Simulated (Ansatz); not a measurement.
Base system: Ta in the bcc (W type) structure (space group Im-3m, No. 229; a = 3.320 Å; relaxed with 0.1 eV smearing).

Method: Ansatz (a quantum-chemistry and plane-wave program) PBE, no spin-orbit coupling.

Before the change:

The pressure is 0.0 GPa.

Modification: an isotropic linear strain of −0.50 %, atoms relaxed at fixed cell.

**Question.** Predict the new energy relative to the base and pressure.

**Answer.** The energy increases by 2.5 meV/atom; the pressure goes from zero to 3.0 GPa.

Stability against distortions was not tested. All final runs are without spin polarisation.
